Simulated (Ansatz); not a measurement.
Results of PBE0 (Ansatz, a program for electronic structure, PAW) for TlBr (Fm-3m, No. 225, 2 atoms in the cell; start mp-568560; metastable phase).

Numerical settings: plane-wave cutoff 460 eV, 6×6×6 k mesh, Fermi–Dirac smearing 0.01 eV, scalar-relativistic PAW data made under PBE.

Cell (relaxed with PBE-D3(BJ)):

```
TlBr
1.0
    0.00000     3.38869     3.38869
    3.38869     0.00000     3.38869
    3.38869     3.38869     0.00000
Tl Br
1 1
Direct
  0.00000   0.00000   0.00000
  0.50000   0.50000   0.50000
```

Task: Predict the band gap and Γ–Γ gap.

Result: 
- band gap = 3.68 eV (on the SCF k mesh)
- Γ–Γ gap = 9.61 eV

Spin–orbit coupling is not included; with these elements it can move the gap by several tenths of an eV or more.

The computed numbers hold no vibrational or temperature effects.

The result took around 80 core-seconds (rough).

A start named mp-… is a Materials Project structure, which need not be a measured phase.
